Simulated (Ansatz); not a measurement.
# ScAl3, response to strain

Take ScAl₃ in the Cu3Au type structure (space group Pm-3m, No. 221; a = 4.072 Å; relaxed with 0.1 eV smearing) as the base. Axes: x, y, z lie along the cube axes.

Strains are applied to the cell and any free atomic positions relax.

Level of theory: PBEsol (Ansatz, an electronic-structure program; PAW; 420 eV plane waves; no SOC).

Notes on the quantities. energy relative to the base: free energy F; pressure: mean of the normal stresses, compression positive.

```
change                          volume per atom  energy relative to the base  pressure
------------------------------  ---------------  ---------------------------  --------
base                                   16.89 Å³                   0 meV/atom   0.0 GPa
uniaxial strain ε_zz = +0.60 %         16.99 Å³                +0.4 meV/atom  -0.5 GPa
uniaxial strain ε_zz = +1.20 %         17.09 Å³                +1.4 meV/atom  -1.1 GPa
uniaxial strain ε_zz = +1.80 %         17.19 Å³                +3.1 meV/atom  -1.5 GPa
uniaxial strain ε_zz = +2.40 %         17.29 Å³                +5.5 meV/atom  -2.0 GPa
uniaxial strain ε_zz = +3.00 %         17.39 Å³                +8.5 meV/atom  -2.5 GPa
```

Stability against distortions was not tested. All final runs are without spin polarisation.
